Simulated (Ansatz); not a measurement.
# Effect of x(Sc) = 0.75, 4 atoms, C2/m on Ca

The parent structure is Ca in the fcc (Cu type) structure (space group Fm-3m, No. 225; a = 5.568 Å).

The other end (x = 1) is Sc in the fcc (Cu type) structure (space group Fm-3m, No. 225; a model cell): 25.11 Å³/atom, gap zero; this end may not be an ambient phase.

Modification: Sc replaces 75.0 % of the Ca, ordered in a cell of 4 atoms (starting symmetry C2/m) and fully relaxed.

Computed with Kohn–Sham DFT with the r2SCAN functional, run in Ansatz (a quantum-chemistry and plane-wave program) with PAW and 500 eV plane waves, without spin-orbit coupling. Settings: 14×14×8 k-points, 0.05 eV Fermi–Dirac smearing, for the changed cell.

| quantity | base | changed | shift |
|---|---|---|---|
| density | 1.54 g/cm³ | 2.56 g/cm³ | +1.02 g/cm³ |
| band gap | zero | zero | – |
| mixing energy (to 0.01 eV only: unlike meshes or grids) | – | +0.17 eV/atom | – |

Cost of the whole job for the changed cell (relaxation, final SCF and bands): about 25 core-minutes (a rough figure).

These are small ordered cells, not random alloys; other orderings at the same x differ. Stability against distortions was not tested. All final runs are without spin polarisation. An odd electron count without spin: CaSc3. CaSc3 has a high density of states at the Fermi level and may be magnetic at this level. This is not the structure that Sc has at room temperature and ambient pressure.
